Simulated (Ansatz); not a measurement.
The starting structures come from a database of crystals and need not be the phases stable at ambient conditions.

The decay constant κ of evanescent states in the gap governs leakage through a thin film.

Consider the following.

```
CELL_PARAMETERS angstrom
      7.42490     0.00000     0.00000
      0.00000     7.42490     0.00000
      3.71245    -3.71245     5.25020
ATOMIC_POSITIONS crystal
  Sc 0.37500 0.87500 0.75000
  Sc 0.87500 0.87500 0.25000
  Sc 0.87500 0.87500 0.75000
  Sc 0.87500 0.37500 0.25000
  Zn 0.25000 0.25000 0.50000
  Zn 0.50000 0.50000 0.00000
  S  0.63817 0.12061 0.24122
  S  0.62939 0.62939 0.74122
  S  0.12061 0.12061 0.24122
  S  0.62939 0.11183 0.74122
  S  0.12061 0.63817 0.75878
  S  0.62939 0.62939 0.25878
  S  0.12061 0.12061 0.75878
  S  0.11183 0.62939 0.25878
```

Space group of this cell: Fd-3m, spinel. The cell is taken as given; by PBEsol its mean pressure is -2.5 GPa.

Transport runs along the normal of the first two printed cell vectors, the (001) plane of the conventional cell.

No gap correction and no spin-orbit coupling; mid-gap values are interpolated between computed energies.

Task: Predict the band gap and the smallest decay constant κ at mid-gap from PBEsol run with Ansatz (a program for electronic structure).

Result: Gap 0.44 eV on a 6×6×6 mesh; κ = 0.088 1/Å, at the zone centre.
